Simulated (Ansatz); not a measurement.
The reference is PbTe in the rock salt structure (space group Fm-3m, No. 225; a = 6.5343 Å). Axes: x, y, z lie along the cube axes.

Method: Ansatz (a program for electronic structure), r2SCAN, PAW, cutoff 500 eV, spin-orbit coupling left out.

Strains are applied to the cell and any free atomic positions relax; under biaxial strain the out-of-plane vector relaxes too.

One change was made to it. Results:

| quantity | base | after |
|---|---|---|
| shortest interatomic distance | 6.174 bohr | 6.126 bohr |
| energy relative to the base (free energy F) | 0 meV/atom | +8.9 meV/atom |

Q: Name the change that was made.
(A) biaxial strain −1.67 %, plane normal [111], relaxed out of plane
(B) biaxial strain −2.50 %, plane normal [111], relaxed out of plane
(C) biaxial strain −0.83 %, plane normal [111], relaxed out of plane

A: B, biaxial strain −2.50 %, plane normal [111], relaxed out of plane. For comparison, the energy relative to the base in the other runs: biaxial strain −0.83 %, plane normal [111], relaxed out of plane gives +1.0 meV/atom; biaxial strain −1.67 %, plane normal [111], relaxed out of plane gives +3.9 meV/atom.

No phonon test of stability was made.
